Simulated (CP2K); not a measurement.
## Short convergence ladders for CoSi2 (I4mm, 3 atoms in the cell)

```yaml
crystal:
  lattice:
    - [3.77872, 0.00000, 0.00000]
    - [1.88936, 3.27247, 0.00000]
    - [1.88936, 1.09082, 3.08531]
  atoms:
    - { symbol: Co, position: [0.00936, 0.00936, 0.99064] }
    - { symbol: Si, position: [0.25000, 0.25000, 0.25000] }
    - { symbol: Si, position: [0.75000, 0.75000, 0.75000] }
```

Base method: PBEsol, GPW, DZVP-MOLOPT-SR-GTH basis, GTH-PBE potentials (GTH_POTENTIALS) (CP2K 2026.2).

Base settings: CUTOFF = 600 Ry; REL_CUTOFF = 50 Ry; SMEAR/METHOD = FERMI_DIRAC; ELECTRONIC_TEMPERATURE = 1160.45 K; KPOINTS/SCHEME = MONKHORST-PACK 5 5 5; XC_FUNCTIONAL = PBE:PBESOL; Co/BASIS_SET = DZVP-MOLOPT-SR-GTH-q17; Co/POTENTIAL = GTH-PBE-q17; Si/BASIS_SET = DZVP-MOLOPT-SR-GTH-q4; Si/POTENTIAL = GTH-PBE-q4.

**Shifted k-point meshes**

Only quantities that move along the ladder and can be compared are tabulated.

```csv
KPOINTS/SCHEME,free energy less the last step's (meV/atom),pressure (GPa),largest difference of a force vector from the last step's (eV/Å)
MONKHORST-PACK 2 2 2,-81.75,-2.73,0.232
MONKHORST-PACK 4 4 4,-1.12,-1.58,0.019
MONKHORST-PACK 6 6 6,1.14,-1.62,0.106
MONKHORST-PACK 8 8 8,0.45,-1.68,0.033
MONKHORST-PACK 10 10 10,0.03,-1.71,0.005
MACDONALD 11 11 11 0.04545454545 0.04545454545 0.04545454545,0.00,-1.70,0.000
```

Coarsest KPOINTS/SCHEME that holds the pressure within 0.2 GPa of the last step, with all finer ones: MONKHORST-PACK 4 4 4; the step before is off by 1.0 GPa.

Coarsest KPOINTS/SCHEME that holds the forces within 0.02 eV/Å of the last step, with all finer ones: MONKHORST-PACK 10 10 10; the step before is off by 0.033 eV/Å.

Coarsest KPOINTS/SCHEME that holds the free energy within 0.5 meV/atom of the last step, with all finer ones: MONKHORST-PACK 8 8 8; the step before is off by 1.1 meV/atom.

**The k-point mesh at a smearing width of 0.3 eV**

In this ladder: ELECTRONIC_TEMPERATURE = 3481.36 K. Moved along: GAMMA_CENTERED.

Only quantities that move along the ladder and can be compared are tabulated.

```csv
KPOINTS/SCHEME,free energy less the last step's (meV/atom),pressure (GPa)
MONKHORST-PACK 4 4 4,3.94,-1.01
MONKHORST-PACK 5 5 5,1.39,-0.71
MONKHORST-PACK 6 6 6,0.60,-0.66
MONKHORST-PACK 7 7 7,-0.89,-0.78
MONKHORST-PACK 10 10 10,0.00,-0.73
```

Coarsest KPOINTS/SCHEME that holds the pressure within 0.1 GPa of the last step, with all finer ones: MONKHORST-PACK 5 5 5; the step before is off by 0.28 GPa.

Coarsest KPOINTS/SCHEME that holds the free energy within 2 meV/atom of the last step, with all finer ones: MONKHORST-PACK 5 5 5; the step before is off by 3.9 meV/atom.

On the base run: the starting cell has typed, rounded lattice constants, without a prior relaxation at this level. Its lattice was rescaled by up to half a per cent. One atom was moved a little off its site on purpose. Spin polarisation is off. Values carry the incompleteness of an atom-centred basis. The potentials were made for another functional than the one used. Without a gap this mesh is coarse (it stands for a supercell whose shortest vector is 19 Å).
